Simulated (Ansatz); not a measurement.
The parent structure is HfO2 (space group Pca2_1, No. 29; a = 5.294 Å, b = 5.070 Å, c = 5.102 Å).

Calculations: DFT with PBE, PAW potentials and a 420 eV plane-wave cutoff in Ansatz (a quantum-chemistry and plane-wave program), no SOC, earlier PAW set.

One change was made to it. Results:

The band gap stays 4.39 eV; the valence-band top at Γ (three highest levels, from the VBM) stays 0.00, -0.07, -0.18 eV; the density rises by 0.01 g/cm³ (10.21 g/cm³ → 10.22 g/cm³); the smallest direct gap hardly moves (4.59 eV against 4.60 eV).

Problem. Name the change that was made.
A. pressure 3 GPa
B. pressure 1.5 GPa
C. pressure 5 GPa
D. pressure −2 GPa
E. pressure 0.3 GPa

Solution. E, pressure 0.3 GPa. For comparison, the density in the other runs: pressure 5 GPa gives 10.45 g/cm³; pressure 3 GPa gives 10.36 g/cm³; pressure 1.5 GPa gives 10.29 g/cm³; pressure −2 GPa gives 10.10 g/cm³.

Spin-orbit coupling, missing from the scalar runs, can matter with Hf. Load acts through the strain it causes; cell and atoms are relaxed under it. Whether these cells are dynamically stable was not tested. No other phases were tried under pressure. This is not the structure that HfO2 has at room temperature and ambient pressure.
